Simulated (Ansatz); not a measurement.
## BiVO₄ (I4₁/a, No. 88, 12 atoms in the cell; start COD 9012062; high-temperature phase)

Method: r²SCAN (Ansatz, a first-principles code, PAW).

Numerical settings: plane-wave cutoff 560 eV, 10×10×10 k mesh, Fermi–Dirac smearing 0.01 eV, no spin polarisation, scalar-relativistic PAW data made under PBE.

Cell (relaxed at this level):

```xyz
12
Lattice="-2.5606 2.5606 5.8106 2.5606 -2.5606 5.8106 2.5606 2.5606 -5.8106" Properties=species:S:1:pos:R:3 pbc="T T T"
Bi     0.0000     0.0000     0.0000
Bi     0.0000     2.5606     2.9053
V      0.0000     0.0000     5.8106
V      2.5606     0.0000     2.9053
O      1.2856     0.7123     1.9904
O      0.7123     1.2749     4.8957
O      3.8355    -0.7123     1.9904
O      1.8483     1.2856    -0.9149
O      1.2749    -0.7123     6.7256
O      1.8483    -1.2749     3.8203
O      1.2856     3.2729     0.9149
O      3.2729     1.2749     3.8203
```

```
Property                              Result
---------------  ---------------------------
band gap         2.43 eV (on the SCF k mesh)
direct gap at Γ                      3.24 eV
bulk modulus                         139 GPa
```

Note: the relaxation could not lower the start's symmetry, so the cell can be a saddle point above a distorted one; the bulk modulus is −V dP/dV from two relaxed cells at ±2 % in volume.

Spin–orbit coupling is not included; with these elements it can move the gap by several tenths of an eV or more.

The computed numbers hold no vibrational or temperature effects.
